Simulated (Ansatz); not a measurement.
The starting structures come from a database of crystals and need not be the phases stable at ambient conditions.

Consider the following.

```
CELL_PARAMETERS angstrom
      4.50617     0.00000     0.00000
      0.00000     6.34882     0.00000
      0.00000     0.00000     4.50617
ATOMIC_POSITIONS crystal
  Al 0.00000 0.00000 0.00000
  In 0.50000 0.50000 0.50000
  Sb 0.50000 0.76663 0.00000
  Sb 0.00000 0.23337 0.50000
```

Space group of this cell: P-4m2. The cell is taken as given.

Computed with r2SCAN (plane waves, PAW; Ansatz, a quantum-chemistry and plane-wave program).

The current runs along the normal of the first two printed vectors; no spin-orbit coupling. Scaled by the factor s: the length along the current (ions clamped). Meshes 8×6×8 and 8×6 across the current in all rows.

```csv
s,mean pressure (GPa),band gap (eV)
0.97,1.6,?
1.00,-0.1,0.94
1.03,-1.4,0.71
```

Q: Take the slope of the band gap against ln s from the two given rows, extrapolate to s = 0.97, and say what the run there gives.

A: Slope = (0.71 − 0.94) / ln 1.03 = -7.78 eV. The line gives 0.94 + (-7.78) × ln 0.97 = 1.18 eV. The run gives 0.89 eV, 0.29 eV under the line, 121 % of the predicted step.
